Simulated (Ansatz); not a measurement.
Start from AlRu in the CsCl type structure (space group Pm-3m, No. 221; a = 2.983 Å). Axes: x, y, z lie along the cube axes.

Computed with r2SCAN in Ansatz (plane waves to 500 eV, PAW, no SOC).

For the base:

| Quantity | Result |
|---|---|
| Pressure | 0.0 GPa |
| Shortest interatomic distance | 258.3 pm |

One thing is altered: the symmetric strain tensor [-0.0077 0.0033 -0.0100; 0.0033 -0.0104 0.0049; -0.0100 0.0049 -0.0137], atoms relaxed at fixed cell.

Question: Predict the new pressure, energy relative to the base and shortest interatomic distance.

Answer: The pressure (mean of the normal stresses, compression positive) goes from zero to 7.7 GPa; the energy rises by 13 meV/atom; the shortest interatomic distance shrinks by 5.9 pm (258.3 pm → 252.4 pm).

Without a gap, meshes like the base's 16×16×16 leave anisotropic stresses uncertain by several tenths of a GPa, and small strain energies with them. No phonon test of stability was made. The final runs are not spin-polarised.

Ansatz is a quantum-chemistry and plane-wave program.
